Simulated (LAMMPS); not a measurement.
MD of Ni (fcc) at zero pressure, 864 atoms, as a crystal; each row is its own run.

Computed with classical MD, pair style meam, file Ni.meam; code LAMMPS.

```
T (K)  enthalpy (eV/atom)
-----  ------------------
200               -4.3957
300               -4.3704
1040              -4.2114
1300              -4.1536
1560              -4.0900
1810              -4.0180
2070              -3.9190
```

Problem. Fit a straight line, y = a + b x, to these rows (x is the first column, y the second) and predict the run at x = 780.

Solution. Least squares gives a = -4.4532 and b = 0.0002433. At x = 780 the fit predicts -4.2635 eV/atom. The run itself gave -4.2670 ± 0.0003 eV/atom, so the fit is 3.5 meV/atom high.

Caution (rows 1040; 1300; 1560; 1810; 2070): a run this short can hold a crystal over, or a liquid under, the potential's own melting point, which these runs don't give.

Caution (rows 1810; 2070): this crystal lies over the measured melting point of 1728 K, so it is superheated or the potential melts high.
